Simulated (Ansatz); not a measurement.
# TiAl3 (I4/mmm, No. 139)

Method: PBE-D4 in Ansatz (plane waves, PAW).

Settings: plane-wave cutoff 500 eV, 20×20×20 k mesh, Fermi–Dirac smearing 0.1 eV, no spin polarisation, scalar-relativistic PAW data made under PBE.

Cell (relaxed at this level):

```
CELL_PARAMETERS angstrom
     -1.90561     1.90561     4.26044
      1.90561    -1.90561     4.26044
      1.90561     1.90561    -4.26044
ATOMIC_POSITIONS crystal
  Ti 0.00000 0.00000 0.00000
  Al 0.50000 0.50000 0.00000
  Al 0.75000 0.25000 0.50000
  Al 0.25000 0.75000 0.50000
```

```
Item             Result
--------  -------------
band gap  zero (no gap)
```

Computed values are for the static lattice.

Ansatz is a first-principles code.
